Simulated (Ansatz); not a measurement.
**hypothetical fluorite ZrSe2 with two functionals, Se → Br**

The reference is ZrSe₂ in the fluorite structure (space group Fm-3m, No. 225; a = 6.597 Å; a hypothetical phase, not in the database extracts checked).

(Cell as relaxed with PBE.)

Levels (all Ansatz, a program for electronic structure, PAW): PBE (420 eV, spin-orbit coupling left out); PBEsol (420 eV, without spin-orbit coupling).

Each level relaxes its own structure.

```csv
base,PBE,PBEsol
volume per atom,23.92 Å³,22.96 Å³
lattice parameter a,6.597 Å,6.508 Å
band gap,zero,zero
```

Modification: every Se is replaced by Br, then cell and atoms are relaxed.

| quantity | PBE | PBEsol |
|---|---|---|
| largest site moment | 1.27 μB | ? |
| band gap | 0.50 eV | ? |
| shortest interatomic distance | 2.947 Å | ? |
| magnetic state | ferromagnetic | ? |

Question: Given the PBE results, estimate those of PBEsol.

Answer: 
- largest site moment, PBEsol: 1.20 μB
- band gap, PBEsol: 0.16 eV
- shortest interatomic distance, PBEsol: 2.887 Å
- magnetic state, PBEsol: ferromagnetic

PBE's largest site moment lies 0.07 μB above PBEsol's; PBE's band gap lies 0.34 eV above PBEsol's; PBE's shortest interatomic distance lies 0.060 Å above PBEsol's (2.1 %); the two agree on the magnetic state. Neither level is exact; PBEsol is the comparison here, not a measurement.

The magnetic state is the one reached from the starting moments; the real material's order can differ, and small cells can't hold many antiferromagnetic ones. Whether these cells are dynamically stable was not tested. As relaxed here, ZrBr2 is a hypothetical phase, not in the database extracts checked. A gap here joins edges of opposite spin (a spin-flip gap). Spin-polarised in the final run: PBE ZrBr2 and PBEsol ZrBr2; the other runs are not. The zero or small gap of ZrBr2 can change with the level of theory.
